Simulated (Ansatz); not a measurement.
## WSi2, response to strain

Start from WSi2 (space group I4/mmm, No. 139; relaxed with 0.1 eV smearing).

```yaml
crystal:
  lattice:
    - [-1.61445, 1.61445, 3.93487]
    - [1.61445, -1.61445, 3.93487]
    - [1.61445, 1.61445, -3.93487]
  atoms:
    - { symbol: Si, position: [0.66548, 0.66548, 0.00000] }
    - { symbol: Si, position: [0.33452, 0.33452, 0.00000] }
    - { symbol: W, position: [0.00000, 0.00000, 0.00000] }
```

Cartesian axes are those of the cell as printed.

Strains are applied to the cell and any free atomic positions relax.

The values are results of Ansatz (an electronic-structure program) PBE, no spin-orbit coupling, not measurements.

Notes on the quantities. energy relative to the base: free energy F; pressure: mean of the normal stresses, compression positive.

```csv
case,energy relative to the base,shortest interatomic distance,pressure
base,0 meV/atom,260.5 pm,0.0 GPa
uniaxial strain ε_zz = −2.50 %,+15 meV/atom,254.4 pm,6.6 GPa
uniaxial strain ε_zz = −1.50 %,+5.2 meV/atom,256.8 pm,3.8 GPa
uniaxial strain ε_zz = −1.00 %,(withheld),(withheld),(withheld)
uniaxial strain ε_zz = +0.50 %,+0.6 meV/atom,261.6 pm,-1.2 GPa
uniaxial strain ε_zz = +1.00 %,+2.2 meV/atom,262.8 pm,-2.3 GPa
uniaxial strain ε_zz = +1.50 %,+4.8 meV/atom,263.7 pm,-3.3 GPa
uniaxial strain ε_zz = +2.00 %,+8.3 meV/atom,264.0 pm,-4.3 GPa
uniaxial strain ε_zz = +2.50 %,+13 meV/atom,264.2 pm,-5.3 GPa
uniaxial strain ε_zz = +3.00 %,+18 meV/atom,264.5 pm,-6.2 GPa
```

Complete the table.


- uniaxial strain ε_zz = −1.00 %, energy relative to the base: +2.3 meV/atom
- uniaxial strain ε_zz = −1.00 %, shortest interatomic distance: 258.1 pm
- uniaxial strain ε_zz = −1.00 %, pressure: 2.5 GPa

Whether these cells are dynamically stable was not tested. All final runs are without spin polarisation.
